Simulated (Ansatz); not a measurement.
Take WSe2 in the 2H-MoS2 type structure (space group P6_3/mmc, No. 194; layered, stacked along the Cartesian z axis) as the base.

```cif
data_Se4W2
_chemical_formula_sum 'W2 Se4'
_space_group_name_H-M_alt 'P63/mmc'
_space_group_IT_number 194
_space_group_name_Hall '-P 6c 2c'
_cell_length_a 3.27906
_cell_length_b 3.27906
_cell_length_c 12.78607
_cell_angle_alpha 90.000
_cell_angle_beta 90.000
_cell_angle_gamma 120.000
loop_
_atom_site_label
_atom_site_type_symbol
_atom_site_symmetry_multiplicity
_atom_site_Wyckoff_symbol
_atom_site_fract_x
_atom_site_fract_y
_atom_site_fract_z
_atom_site_occupancy
W1 W 2 c 0.33333 0.66667 0.25000 1
Se1 Se 4 f 0.66667 0.33333 0.11827 1
```

Calculations: PBE-D3(BJ), PAW, 420 eV (Ansatz, a program for electronic structure; without spin-orbit coupling).

```csv
level,band gap,lattice parameter a,lattice parameter c
PBE-D3(BJ),0.87 eV,3.279 Å,12.786 Å
```

Measured: band gap 1.2 eV (room temperature; as listed in Carlos M. O. Bastos et al., Physical Review Materials (2019)); lattice parameter a 3.282 Å (room temperature; as listed in arXiv:1605.07067); lattice parameter c 12.96 Å (room temperature; as listed in arXiv:1605.07067).

Computed minus measured — band gap: PBE-D3(BJ) -0.33 eV; lattice parameter a: PBE-D3(BJ) -0.1 %; lattice parameter c: PBE-D3(BJ) -1.3 %. Measured values not marked as corrected hold thermal and zero-point effects that the static-lattice runs lack. A measured gap can be an optical one, lowered by exciton binding. Levels without spin-orbit coupling miss its effect on the gap.

Spin-orbit coupling, missing from the scalar runs, can matter with W. Whether these cells are dynamically stable was not tested.
